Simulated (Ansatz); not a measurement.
## Response to strain in CaO

Consider CaO in the rock salt structure (space group Fm-3m, No. 225).

Space group Fm-3m (No. 225); a = b = c = 4.8308 Å, α = β = γ = 90.00°

```
atom  site  symmetry       x       y       z
----  ----  --------  ------  ------  ------
O       4a      m-3m  0.0000  0.0000  0.0000
Ca      4b      m-3m  0.5000  0.5000  0.5000
```
(The calculation used a cell of 2 atoms; values per cell refer to that cell.)

Strains are applied to the cell and any free atomic positions relax.

Level of theory: Ansatz (an electronic-structure program), PBE, PAW, cutoff 420 eV, without spin-orbit coupling, earlier PAW set.

```csv
isotropic strain (%),pressure (GPa)
-4.13,17.6
0,0.0
0.36,?
2.1,-5.7
2.77,-7.2
4.8,-10.9
```

Question: Fit P = P₀ − Bδ + Cδ² with δ = (1 + ε)³ − 1 to the rows shown and predict the withheld row.

Answer: Least squares on the printed values gives P₀ = 0.3 GPa, B = 113 GPa, C = 265 GPa (largest residual 0.3 GPa); this predicts -0.9 GPa, and the run gives -1.1 GPa, 0.2 lower.

Whether these cells are dynamically stable was not tested.
